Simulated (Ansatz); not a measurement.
## HfO2, pressure series

Start from HfO2 (space group Pca2_1, No. 29; a = 5.2941 Å, b = 5.0690 Å, c = 5.1014 Å).

Cell and atoms are relaxed at each pressure.

Method: Ansatz (an electronic-structure program), PBE, PAW, cutoff 420 eV, spin-orbit coupling left out.

Notes on the quantities. enthalpy: H = E + PV relative to the base's energy.

| change | smallest direct gap | enthalpy | volume per atom |
|---|---|---|---|
| base | 4.59 eV | – | 11.41 Å³ |
| pressure −2 GPa | 4.58 eV | -0.14 eV/atom | 11.53 Å³ |
| pressure −1 GPa | 4.59 eV | -0.07 eV/atom | 11.47 Å³ |
| pressure 0.3 GPa | 4.59 eV | +0.02 eV/atom | 11.39 Å³ |
| pressure 1.5 GPa | 4.60 eV | +0.11 eV/atom | 11.32 Å³ |
| pressure 3 GPa | 4.61 eV | +0.21 eV/atom | 11.24 Å³ |
| pressure 5 GPa | 4.62 eV | +0.35 eV/atom | 11.14 Å³ |

With Hf present, leaving out spin-orbit coupling can change the band edges. Load acts through the strain it causes; cell and atoms are relaxed under it. No phonon test of stability was made. Competing high-pressure phases were not computed. This is not the structure that HfO2 has at room temperature and ambient pressure.
